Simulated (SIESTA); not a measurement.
Worked example: self-consistent single point of W (Im-3m, 1 atom in the cell) in SIESTA.

Method of the run: GGA PBEsol, numerical atomic orbitals TZP, PseudoDojo PBEsol standard norm-conserving potentials (rewritten from UPF to PSML) (SIESTA).

```
CELL_PARAMETERS angstrom
     -1.58516     1.58516     1.58516
      1.58516    -1.58516     1.58516
      1.58516     1.58516    -1.58516
ATOMIC_POSITIONS crystal
  W  0.00000 0.00000 0.00000
```

Reference input (self-consistent single point, DFT, GGA PBE, numerical atomic orbitals TZP, PseudoDojo PBE standard norm-conserving potentials (rewritten from UPF to PSML)): XC.functional = GGA; XC.authors = PBE; potentials = PseudoDojo PBE standard; PAO.BasisSize = TZP; PAO.EnergyShift = 0.01 Ry; MeshCutoff = 400 Ry; kgrid.MonkhorstPack = 19 19 19; OccupationFunction = FD; ElectronicTemperature = 136 meV; MaxSCFIterations = 150; SCF.Mixer.Method = Pulay; SCF.Mixer.Weight = 0.25. This run's input differs from it in these lines:

```diff
@@ -1,2 +1,2 @@
-# files in the folder: W.psml (PseudoDojo PBE standard)
+# files in the folder: W.psml (PseudoDojo PBEsol standard)
 SystemName  W
@@ -21,3 +21,3 @@
 XC.functional                GGA
-XC.authors                   PBE
+XC.authors                   PBEsol
 PAO.BasisSize                TZP
```

Output, abridged:

```
        iscf     Eharris(eV)        E_KS(eV)     FreeEng(eV)     dDmax    Ef(eV) dHmax(eV)
   scf:    1    -2058.738275    -2062.029601    -2062.052713  1.394562 -2.185331  5.375031
   scf:    2    -2062.802101    -2062.434369    -2062.459264  0.163410 -2.549483  3.264422
   scf:    3    -2062.810681    -2062.669119    -2062.697021  0.198222 -3.108189  0.029900
   scf:    4    -2062.669319    -2062.669274    -2062.697103  0.004771 -3.094517  0.061415
   scf:    5    -2062.669284    -2062.669286    -2062.697164  0.003786 -3.105149  0.007527
   scf:    6    -2062.669273    -2062.669280    -2062.697165  0.000513 -3.107357  0.000848
mix: Pulay -- inversion failed, > SVD [rank/size] 3 / 5
   scf:    7    -2062.669281    -2062.669280    -2062.697165  0.000024 -3.107283  0.000458
SCF Convergence by DM+H criterion
max |DM_out - DM_in|         :     0.0000243836
max |H_out - H_in|      (eV) :     0.0004579374
SCF cycle converged after 7 iterations

Using DM_out to compute the final energy and forces

siesta: E_KS(eV) =            -2062.6693

siesta: E_KS - E_eggbox =     -2062.6693

siesta: Atomic forces (eV/Ang):
     1   -0.000000   -0.000000    0.000000
   Tot   -0.000000   -0.000000    0.000000
   Max    0.000000
   Res    0.000000    sqrt( Sum f_i^2 / 3N )
   Max    0.000000    constrained

Stress tensor Voigt[x,y,z,yz,xz,xy] (kbar):       62.78       62.78       62.78        0.03        0.03        0.03
(Free)E + p*V (eV/cell)    -2063.3215
Target enthalpy (eV/cell)    -2062.6972

siesta: Program's energy decomposition (eV):
siesta: FreeEng =     -2062.697165

siesta: Stress tensor (static) (eV/Ang**3):
   [... lines left out ...]
siesta: Cell volume =         15.932330 Ang**3
siesta:         -62.78051290        -62.78051290  kBar
   [... lines left out ...]
               5dx2-y2
   1 14.000   1.855   0.793  -0.710   0.758   1.941   1.941   1.941   0.337
              0.337   0.337   0.964   0.964   0.760   0.964   0.760  -0.076

             -0.076   0.010  -0.076   0.010   0.135   0.135  -0.068   0.135

             -0.068

mulliken: Qtot =       14.000

Mulliken Atomic Populations:
Atom #   charge [q] valence [e]  Species
     1     0.000000   14.000000  W
 Total     0.000000
```

The run converged in 7 iterations. Against the reference run the pressure goes from 2.84 to -6.28 GPa.

The starting cell comes from a database of computed structures (which also holds hypothetical and non-ambient phases and stackings), without a prior relaxation at this level. Spin polarisation is off. Values carry the incompleteness of an atom-centred basis. With a pressure of about -6 GPa the cell is away from its equilibrium volume at this level.

Cost on one core of a shared machine: roughly 2 min.
